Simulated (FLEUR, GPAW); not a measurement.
A FLEUR input for a self-consistent single point of AlRu (Pm-3m, 2 atoms in the cell) (DFT, PBE, all-electron FLAPW (FLEUR), scalar-relativistic valence):

Input of the input generator:

```
AlRu crystal
&input film=f /
2.9825000000 0.0000000000 0.0000000000
0.0000000000 2.9825000000 0.0000000000
0.0000000000 0.0000000000 2.9825000000
1.8897261246
1.0 1.0 1.0

2
13 0.0000000000 0.0000000000 0.0000000000
44 0.5000000000 0.5000000000 0.5000000000

&comp jspins=1 /
&kpt div1=11 div2=11 div3=11 /
&end /
```

```xml
<?xml version="1.0" encoding="UTF-8" standalone="no"?>
<fleurInput fleurInputVersion="0.39">
   <comment>
      AlRu crystal                                                                                        
   </comment>
   <calculationSetup>
      <cutoffs Kmax="4.5" Gmax="18.0" GmaxXC="18.0" numbands="0"/>
      <scfLoop itmax="80" minDistance="0.00001" maxIterBroyd="99" imix="Anderson" alpha="0.05" precondParam="0.0" spinf="2.0"/>
      <coreElectrons ctail="T" frcor="F" kcrel="0" coretail_lmax="0"/>
      <xcFunctional name="pbe" relativisticCorrections="F"/>
      <magnetism jspins="1"/>
      <soc l_soc="F" theta="0.0" phi="0.0" spav="F"/>
      <expertModes spex="0" secvar="F"/>
      <geometryOptimization l_f="T" forcealpha="1.0" forcemix="BFGS" epsdisp="0.00001" epsforce="0.00001"/>
      <ldaU l_linMix="F" mixParam="0.05" spinf="1.0"/>
   </calculationSetup>
   <cell>
      <bzIntegration valenceElectrons="17.0" mode="gauss" fermiSmearingEnergy="0.00183747">
         <kPointListSelection listName="default-1"/>
         <!-- k-points included here -->
         <xi:include xmlns:xi="http://www.w3.org/2001/XInclude" href="kpts.xml"> </xi:include>
      </bzIntegration>
      <!-- symmetry operations included here -->
      <xi:include xmlns:xi="http://www.w3.org/2001/XInclude" href="sym.xml"> </xi:include>
      <bulkLattice scale="1.0">
         <bravaisMatrix>
            <row-1>    5.6361081666194996     0.0000000000000000     0.0000000000000000</row-1>
            <row-2>    0.0000000000000000     5.6361081666194996     0.0000000000000000</row-2>
            <row-3>    0.0000000000000000     0.0000000000000000     5.6361081666194996</row-3>
         </bravaisMatrix>
      </bulkLattice>
   </cell>
   <atomSpecies>
      <species name="Aluminum (Al)" element="Al" atomicNumber="13">
         <mtSphere radius="1.80" gridPoints="621" logIncrement="0.018"/>
         <atomicCutoffs lmax="8" lnonsphr="6"/>
         <electronConfig flipSpins="F">
            <coreConfig>(1s1/2) (2s1/2) (2p1/2) (2p3/2)</coreConfig>
            <valenceConfig>(3s1/2) (3p1/2) (3p3/2)</valenceConfig>
            <stateOccupation state="(3p1/2)" spinUp="0.1666666666667" spinDown="0.1666666666667"/>
            <stateOccupation state="(3p3/2)" spinUp="0.3333333333333" spinDown="0.3333333333333"/>
         </electronConfig>
         <energyParameters s="3" p="3" d="3" f="4"/>
      </species>
      <species name="Ruthenium (Ru)" element="Ru" atomicNumber="44">
         <mtSphere radius="2.68" gridPoints="925" logIncrement="0.014"/>
         <atomicCutoffs lmax="10" lnonsphr="8"/>
         <electronConfig flipSpins="F">
            <coreConfig>(1s1/2) (2s1/2) (2p1/2) (2p3/2) (3s1/2) (3p1/2) (3p3/2) (4s1/2) (3d3/2) (3d5/2)</coreConfig>
            <valenceConfig>(4p1/2) (4p3/2) (5s1/2) (4d3/2) (4d5/2)</valenceConfig>
            <stateOccupation state="(5s1/2)" spinUp="0.5" spinDown="0.5"/>
            <stateOccupation state="(4d3/2)" spinUp="1.4" spinDown="1.4"/>
            <stateOccupation state="(4d5/2)" spinUp="2.1" spinDown="2.1"/>
         </electronConfig>
         <energyParameters s="5" p="5" d="4" f="4"/>
         <lo type="SCLO" l="1" n="4" eDeriv="0"/>
      </species>
   </atomSpecies>
   <atomGroups>
      <atomGroup species="Aluminum (Al)">
         <relPos label="                   1">.0000000000 .0000000000 .0000000000</relPos>
         <force calculate="T" relaxXYZ="TTT"/>
      </atomGroup>
      <atomGroup species="Ruthenium (Ru)">
         <relPos label="                   2">1.000/2.000 1.000/2.000 1.000/2.000</relPos>
         <force calculate="T" relaxXYZ="TTT"/>
      </atomGroup>
   </atomGroups>
   <output dos="F" band="F" slice="F">
      <checks vchk="F" cdinf="F"/>
      <bandDOS minEnergy="-.5*Htr" maxEnergy="0.5*Htr" sigma="0.015" storeEVData="T"/>
      <vacuumDOS vacdos="F" integ="F" star="F" nstars="0" locx1="0.0" locy1="0.0" locx2="0.0" locy2="0.0" nstm="0" tworkf="0.0"/>
      <unfoldingBand unfoldBand="F" supercellX="1" supercellY="1" supercellZ="1"/>
      <plotting iplot="0" polar="F">
         <plot TwoD="T" vec1="  1.0  0.0  0.0" vec2="  0.0  1.0  0.0" vec3="  0.0  0.0  1.0" zero="  0.0  0.0  0.0" file="plot"/>
      </plotting>
      <chargeDensitySlicing numkpt="0" minEigenval="0.0" maxEigenval="0.0" nnne="0" pallst="F"/>
      <specialOutput eonly="F"/>
      <magneticCircularDichroism mcd="F" energyLo="-10.0" energyUp="0.0"/>
   </output>
  <!-- We include the file relax.xml here to enable relaxations (see documentation) -->
  <xi:include xmlns:xi="http://www.w3.org/2001/XInclude" href="relax.xml"> <xi:fallback/> </xi:include>
</fleurInput>
```

### Question
Translate this input to GPAW.

### Answer
This is the input that was run; spellings and numerical settings could be chosen otherwise.

```python
from ase import Atoms
from ase.units import GPa
from gpaw import GPAW

atoms = Atoms(['Al', 'Ru'],
              cell=[[2.982500, 0.000000, 0.000000],
                    [0.000000, 2.982500, 0.000000],
                    [0.000000, 0.000000, 2.982500]],
              scaled_positions=[[0.000000, 0.000000, 0.000000],
                                [0.500000, 0.500000, 0.500000]],
              pbc=True)

calc = GPAW(mode={'name': 'pw', 'ecut': 600},
            xc='PBE',
            kpts=(11, 11, 11),
            occupations={'name': 'methfessel-paxton', 'width': 0.05, 'order': 0},
            nbands=-8,
            convergence={'density': 1e-05},
            symmetry={'symmorphic': False, 'tolerance': 0.0005},
            maxiter=150)

atoms.calc = calc

energy = atoms.get_potential_energy()
print('Energy (eV):', round(energy, 6))
forces = atoms.get_forces()
print('Forces (eV/Ang):')
print(forces.round(5))
stress = atoms.get_stress()
print('Stress (GPa, Voigt):', (stress / GPa).round(4))
```

Basis, cutoffs, solver keys and any potentials are the target program's own. This input uses DFT PBE, plane waves, GPAW PAW datasets PBE (gpaw-data 1.0.1).

The starting cell comes from a database of computed structures (which also holds hypothetical and non-ambient phases and stackings), without a prior relaxation at this level.
